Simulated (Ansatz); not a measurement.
Consider Ru in the hcp (Mg type) structure (space group P6_3/mmc, No. 194; a = 2.705 Å, c = 4.260 Å). Axes: x lies along a and z along c of the hexagonal cell.

Computed with Kohn–Sham DFT with the r2SCAN functional, run in Ansatz (a program for electronic structure) with PAW and 500 eV plane waves, no SOC.

Strains are applied to the cell and any free atomic positions relax; under biaxial strain the out-of-plane vector relaxes too.

One change was made to it. Results:

```json
[
 {"quantity": "pressure (mean of the normal stresses, compression positive)", "base": "0.0 GPa", "after": "2.3 GPa"},
 {"quantity": "shortest interatomic distance", "base": "264.1 pm", "after": "264.1 pm"},
 {"quantity": "band gap", "base": "zero", "after": "zero"}
]
```

Q: What was done to the base?
A. biaxial strain −0.47 %, plane normal [001], relaxed out of plane
B. biaxial strain +1.38 %, plane normal [001], relaxed out of plane
C. uniaxial strain ε_xx = −1.29 %
D. tensor shear ε_yz = +1.56 %

A: A, biaxial strain −0.47 %, plane normal [001], relaxed out of plane. For comparison, the pressure in the other runs: uniaxial strain ε_xx = −1.29 % gives 4.5 GPa; biaxial strain +1.38 %, plane normal [001], relaxed out of plane gives -6.0 GPa; tensor shear ε_yz = +1.56 % gives 0.3 GPa.

Without a gap, meshes like the base's 20×20×11 leave anisotropic stresses uncertain by several tenths of a GPa, and small strain energies with them. Stability against distortions was not tested. All final runs are without spin polarisation.
